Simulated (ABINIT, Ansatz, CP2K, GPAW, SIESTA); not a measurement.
**Code comparison for HfO₂ (Fm-3m, 3 atoms in the cell)**

Band-structure calculation.

```
HfO2
1.0
    0.00000     2.47255     2.47255
    2.47255     0.00000     2.47255
    2.47255     2.47255     0.00000
Hf O
1 2
Direct
  0.00000   0.00000   0.00000
  0.75000   0.75000   0.75000
  0.25000   0.25000   0.25000
```

Shared settings, as Ansatz (a quantum-chemistry and plane-wave program) writes them: kpoints.mp_grid.grid = 12 12 12; scf.occupations.method = fixed. Potentials and cutoffs stand in the table.

```tsv
code	model	gap along the path (eV)	smallest direct gap (eV)	cutoff
SIESTA	GGA PBE, numerical atomic orbitals TZP, PseudoDojo PBE standard norm-conserving potentials (rewritten from UPF to PSML)	3.85	3.86	grid 300 Ry
Ansatz	PBE, PAW files	3.97	3.97	default
CP2K	PBE, GPW, DZVP-MOLOPT-SR-GTH basis, GTH-PBE potentials (GTH_POTENTIALS)	4.17	4.30	grid 500 Ry
GPAW	PBE, GPAW PAW datasets PBE (gpaw-data 1.0.1)	3.99	3.99	950 eV
ABINIT	PBE, norm-conserving pseudopotentials (PseudoDojo nc-sr-05 PBE standard)	4.04	4.04	42 Ha
```

On Ansatz's run: spin-orbit coupling is off.

The spread over the programs that give each value: gap along the path within 0.32 eV; smallest direct gap within 0.44 eV.

SIESTA and CP2K use small atom-centred bases, whose incompleteness enters pressures, forces and empty levels differently from a plane-wave cutoff.

In the gap along the path, CP2K stands apart from the plane-wave programs.

The starting cell comes from a database of computed structures (which also holds hypothetical and non-ambient phases and stackings), without a prior relaxation at this level. Its lattice was rescaled by a random factor within 2.5 % of one.

Left out of this page: Quantum ESPRESSO, Elk and FLEUR (not drawn, or without a comparable value).

Keys are those of Ansatz 0.2.
